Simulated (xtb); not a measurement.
xtb 6.7.1, GFN2-xTB: Si(Br)(Vi)(OEt)(NMe2) (C=C[Si](Br)(OCC)N(C)C), 24 atoms. The geometry is a generated start, not checked to be a minimum at this level.

```json
{
 "method": "GFN2-xTB",
 "--acc": "1 (default)",
 "--etemp (K)": "300 (default)",
 "detailed input (--input)": "none: ANC optimiser, Lindh (1995) Hessian, microcycle=20, maxdispl=1.0, hlow=0.01 (default)",
 "basis_functions": "66",
 "valence_electrons": "60"
}
```

```xyz
24

C      0.0023     2.3487    -1.5892
C     -0.2143     2.2972    -0.2850
Si    -0.3124     0.6981     0.6965
Br    -0.8501     1.2073     2.7900
O      1.0920    -0.0422     0.9908
C      2.0791    -0.4601     0.0882
C      3.1297    -1.2651     0.8341
N     -1.4353    -0.3607    -0.0522
C     -2.6952     0.1140    -0.5751
C     -1.4698    -1.7699     0.2698
H      0.1087     1.4531    -2.1821
H      0.0744     3.2807    -2.1287
H     -0.3156     3.2256     0.2636
H      1.6235    -1.0617    -0.7072
H      2.5328     0.4273    -0.3741
H      3.9286    -1.5501     0.1549
H      3.5436    -0.6692     1.6438
H      2.6859    -2.1625     1.2586
H     -3.4939     0.0297     0.1712
H     -2.9749    -0.4788    -1.4493
H     -2.6017     1.1573    -0.8686
H     -2.2286    -1.9841     1.0312
H     -1.7081    -2.3469    -0.6285
H     -0.5007    -2.0878     0.6473
```

The structure is relaxed from this start with --opt LEVEL for the levels crude, sloppy, loose, lax, normal, tight, vtight, extreme, once each. Up to the end of the extreme run atoms move by at most 0.20 Å along an axis.

Question: What is the loosest level that ends within 1 meV of the extreme run, and how many cycles does it take?

Answer: normal: 9 cycles against 44, ending 0.53 meV above.

| level | cycles | energy above the extreme run (meV) | gradient norm (eV/Å) |
|---|---|---|---|
| crude | 1 | 3.5 | 0.14 |
| sloppy | 1 | 3.5 | 0.14 |
| loose | 1 | 3.5 | 0.14 |
| lax | 4 | 2.0 | 0.11 |
| normal | 9 | 0.53 | 0.027 |
| tight | 13 | 0.28 | 0.0087 |
| vtight | 29 | 0.074 | 0.0033 |
| extreme | 44 | — | 0.0012 |
